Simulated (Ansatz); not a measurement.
# Cs₂NaInH₆ (space group Fm-3m, No. 225; a cell from a computed database, its experimental status unchecked)

```xyz
10
Lattice="0.0000 4.3638 4.3638 4.3638 0.0000 4.3638 4.3638 4.3638 0.0000" Properties=species:S:1:pos:R:3 pbc="T T T"
Cs     2.1819     2.1819     2.1819
Cs     6.5457     6.5457     6.5457
Na     4.3638     4.3638     4.3638
In     0.0000     0.0000     0.0000
H      6.7607     4.3638     4.3638
H      1.9669     4.3638     4.3638
H      4.3638     6.7607     4.3638
H      4.3638     1.9669     4.3638
H      4.3638     4.3638     6.7607
H      4.3638     4.3638     1.9669
```

Computed with plane-wave PAW DFT at the PBEsol level (Ansatz, a program for electronic structure, 420 eV), without spin-orbit coupling. Γ-centred 7×7×7 mesh, Fermi–Dirac width 0.05 eV.

```yaml
volume_per_atom: 16.62 Å³
density: 4.09 g/cm³
band_gap: 1.14 eV, indirect, X → Γ
electron_mass: 0.34 mₑ
hole_mass: 1.3 mₑ along k, 0.64 mₑ across
Lowest conduction-band minima above the VBM: Γ 1.14 eV
total_energy: -1826.819 eV/atom (σ→0; compares only within this code and set-up)
```

Masses are band curvatures over ±0.01 Å⁻¹ around the edge. Along k means along the line from Γ to the band edge. Stability against distortions was not tested.
